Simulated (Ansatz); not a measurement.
Take Sr in the fcc (Cu type) structure (space group Fm-3m, No. 225) as the base.

```
Sr
1.0
    0.00000     3.05040     3.05040
    3.05040     0.00000     3.05040
    3.05040     3.05040     0.00000
Sr
1
Cartesian
  0.00000   0.00000   0.00000
```

Method: r2SCAN, PAW, 500 eV (Ansatz, a program for electronic structure; no spin-orbit coupling).

Base values:

Shortest interatomic distance: 4.314 Å

The change: full substitution Sr → Lu; the structure is relaxed again.

### Question
What does the calculation give for the shortest interatomic distance after the change?

### Answer
The shortest interatomic distance drops by 0.862 Å (4.314 Å → 3.452 Å).

No phonon test of stability was made. As relaxed here, Lu is a hypothetical phase, not in the database extracts checked. All final runs are without spin polarisation.
